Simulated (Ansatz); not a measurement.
We consider BN (model structure, started from the rocksalt type, Fm-3m, No. 225, 2 atoms in the cell), described by r²SCAN (Ansatz, a quantum-chemistry and plane-wave program, plane waves, PAW).

Excerpt of the program's output:

```
Crystal: 2 atoms, lattice volume = 10.642 Å³
Basis set: ecut = 560 eV, 331 PW (Γ), exchange–correlation on 60×60×60 points (27 copies of the dense FFT grid, shifted against one another)
Bands: 8, of which v1, the nominal top of the filled ones, is band 4 counted from 1 (3 counted from 0)
Symmetry: 48 space group operations
Space group: Fm-3m (ITA 225), of the structure as read, at distance tolerance 2.2e-5 Å
k-points: 145 of 4096
Functional: x = r2scan, c = r2scan; τ floored in thin density (d = 2e-4 eV/Å³)
SCF iter   1: F=—  HF=-540.137756 eV  |F-HF|=—  |Δ(HF+E_count)|=         —  Δρ=2.56e-2  dr2=6.23e-2  dr2_τ=2.54e-1
SCF iter   2: F=—  HF=-540.252447 eV  |F-HF|=—  |Δ(HF+E_count)|=   1.15e-1  Δρ=8.48e-3  dr2=2.31e-3  dr2_τ=1.96e-3
  ...
SCF iter   6: F=—  HF=-540.253154 eV  |F-HF|=—  |Δ(HF+E_count)|=   3.32e-7  Δρ=1.02e-5  dr2=4.26e-9  dr2_τ=1.38e-10
SCF iter   7: F=-540.253154 eV  HF=-540.253154 eV  |F-HF|=1.09e-11  |Δ(HF+E_count)|=  1.34e-10  Δρ=5.92e-7  dr2=6.92e-12  dr2_τ=2.28e-12
SCF 1 converged in 7 iterations: F = -540.253154 eV  dr2 = 6.92e-12
SCF converged after 7 iterations
Free energy (F): -540.253154 eV
Internal energy: -540.253154 eV  (E = F + TS)
E sigma→0 (E₀):  -540.253154 eV
Fermi energy:    15.211486 eV
--- Stress (GPa, compression-positive) ---
        0.003639      -0.000000       0.000000
       -0.000000       0.003639       0.000000
        0.000000       0.000000       0.003639
  P = ⅓ Tr σ = 0.0036 GPa (0.036 kbar)
```

Question: Write an input file that could have produced this run (the log leaves some choices open).

Answer: One answer among several that fit: 
Ansatz 0.2 input:
```yaml
crystal:
  lattice:
    - [0.0, 1.7458316858, 1.7458316858]
    - [1.7458316858, 0.0, 1.7458316858]
    - [1.7458316858, 1.7458316858, 0.0]
  atoms:
    - { symbol: N, position: [0.0, 0.0, 0.0] }
    - { symbol: B, position: [0.5, 0.5, 0.5] }
basis:
  ecutwfc: 560
  ecutrho_ratio: 4
  xc_grid: 3
kpoints:
  mp_grid: { grid: [16, 16, 16] }
  band_path:
    path:
      - [0.0, 0.0, 0.0]
      - [0.027778, 0.0, 0.027778]
      - [0.055556, 0.0, 0.055556]
      - [0.083333, 0.0, 0.083333]
      - [0.111111, 0.0, 0.111111]
      - [0.138889, 0.0, 0.138889]
      - [0.166667, 0.0, 0.166667]
      - [0.194444, 0.0, 0.194444]
      - [0.222222, 0.0, 0.222222]
      - [0.25, 0.0, 0.25]
      - [0.277778, 0.0, 0.277778]
      - [0.305556, 0.0, 0.305556]
      - [0.333333, 0.0, 0.333333]
      - [0.361111, 0.0, 0.361111]
      - [0.388889, 0.0, 0.388889]
      - [0.416667, 0.0, 0.416667]
      - [0.444444, 0.0, 0.444444]
      - [0.472222, 0.0, 0.472222]
      - [0.5, 0.0, 0.5]
      - [0.520833, 0.041667, 0.520833]
      - [0.541667, 0.083333, 0.541667]
      - [0.5625, 0.125, 0.5625]
      - [0.583333, 0.166667, 0.583333]
      - [0.604167, 0.208333, 0.604167]
      - [0.625, 0.25, 0.625]
      - [0.375, 0.375, 0.75]
      - [0.35625, 0.35625, 0.7125]
      - [0.3375, 0.3375, 0.675]
      - [0.31875, 0.31875, 0.6375]
      - [0.3, 0.3, 0.6]
      - [0.28125, 0.28125, 0.5625]
      - [0.2625, 0.2625, 0.525]
      - [0.24375, 0.24375, 0.4875]
      - [0.225, 0.225, 0.45]
      - [0.20625, 0.20625, 0.4125]
      - [0.1875, 0.1875, 0.375]
      - [0.16875, 0.16875, 0.3375]
      - [0.15, 0.15, 0.3]
      - [0.13125, 0.13125, 0.2625]
      - [0.1125, 0.1125, 0.225]
      - [0.09375, 0.09375, 0.1875]
      - [0.075, 0.075, 0.15]
      - [0.05625, 0.05625, 0.1125]
      - [0.0375, 0.0375, 0.075]
      - [0.01875, 0.01875, 0.0375]
      - [0.03125, 0.03125, 0.03125]
      - [0.0625, 0.0625, 0.0625]
      - [0.09375, 0.09375, 0.09375]
      - [0.125, 0.125, 0.125]
      - [0.15625, 0.15625, 0.15625]
      - [0.1875, 0.1875, 0.1875]
      - [0.21875, 0.21875, 0.21875]
      - [0.25, 0.25, 0.25]
      - [0.28125, 0.28125, 0.28125]
      - [0.3125, 0.3125, 0.3125]
      - [0.34375, 0.34375, 0.34375]
      - [0.375, 0.375, 0.375]
      - [0.40625, 0.40625, 0.40625]
      - [0.4375, 0.4375, 0.4375]
      - [0.46875, 0.46875, 0.46875]
      - [0.5, 0.5, 0.5]
      - [0.5, 0.480769, 0.519231]
      - [0.5, 0.461538, 0.538462]
      - [0.5, 0.442308, 0.557692]
      - [0.5, 0.423077, 0.576923]
      - [0.5, 0.403846, 0.596154]
      - [0.5, 0.384615, 0.615385]
      - [0.5, 0.365385, 0.634615]
      - [0.5, 0.346154, 0.653846]
      - [0.5, 0.326923, 0.673077]
      - [0.5, 0.307692, 0.692308]
      - [0.5, 0.288462, 0.711538]
      - [0.5, 0.269231, 0.730769]
      - [0.5, 0.25, 0.75]
      - [0.5, 0.21875, 0.71875]
      - [0.5, 0.1875, 0.6875]
      - [0.5, 0.15625, 0.65625]
      - [0.5, 0.125, 0.625]
      - [0.5, 0.09375, 0.59375]
      - [0.5, 0.0625, 0.5625]
      - [0.5, 0.03125, 0.53125]
    npoints: 1
hamiltonian:
  xc: r2scan
  dispersion: none
  pseudopotentials: { kind: paw }
scf:
  occupations: { method: fermi_dirac, width: 0.01 }
  convergence: { dr2_threshold: 0.0000000002 }
output:
  forces: true
  stress: true
  eigenvalues: true
  write_bands: true
```

The PAW data were made under PBE.

Note: the relaxation could raise the start's symmetry but not lower it, so the cell can be a saddle point.

A model structure was made by putting elements into a prototype or built by hand; it is no filed structure, need not be a known phase, and can be a saddle point held by its symmetry.
